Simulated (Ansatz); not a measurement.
Results of r²SCAN in Ansatz (plane waves, PAW) for cubic perovskite KNiF₃.

Run with plane-wave cutoff 560 eV, 8×8×8 k mesh, Fermi–Dirac smearing 0.01 eV, spin-polarised with parallel moments, scalar-relativistic PAW data made under PBE.

Properties against volume:

```tsv
V (Å³/atom)	P (GPa)	direct gap at Γ (eV)	smallest gap on the k mesh (eV)
12.106	6.38	3.512	2.344
12.364	4.01	3.481	2.393
12.622	1.89	3.452	2.438
12.879	0.00	3.425	2.479
13.137	-1.69	3.400	2.517
13.394	-3.19	3.377	2.551
13.652	-4.54	3.355	2.582
```

The fundamental gap (2.48 eV at the equilibrium volume, with added k points) lies elsewhere than Γ–Γ.

Note: the magnetic order was assumed, not searched for or taken from measurement; without U or exact exchange, gaps and moments of open d shells tend to come out too small.

Ansatz is a first-principles code.
